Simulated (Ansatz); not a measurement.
The structure below was relaxed with PBEsol (Ansatz, an electronic-structure program; PAW; 420 eV plane waves; no spin-orbit coupling), earlier PAW set.

```
CELL_PARAMETERS angstrom
      2.63545     0.00000     0.00000
     -1.31773     2.28237     0.00000
      0.00000     0.00000     4.65834
ATOMIC_POSITIONS crystal
  Zn 0.33333 0.66667 0.75000
  Zn 0.66667 0.33333 0.25000
```

Problem. Find the space group and the Wyckoff positions.

Solution. Space group P6₃/mmc (No. 194); a = b = 2.6355 Å, c = 4.6583 Å, α = β = 90.00°, γ = 120.00°

```csv
atom,site,symmetry,x,y,z
Zn,2d,-6m2,0.6667,0.3333,0.2500
```

Whether these cells are dynamically stable was not tested. The cell was made from Zr by this change: Zr → Zn.
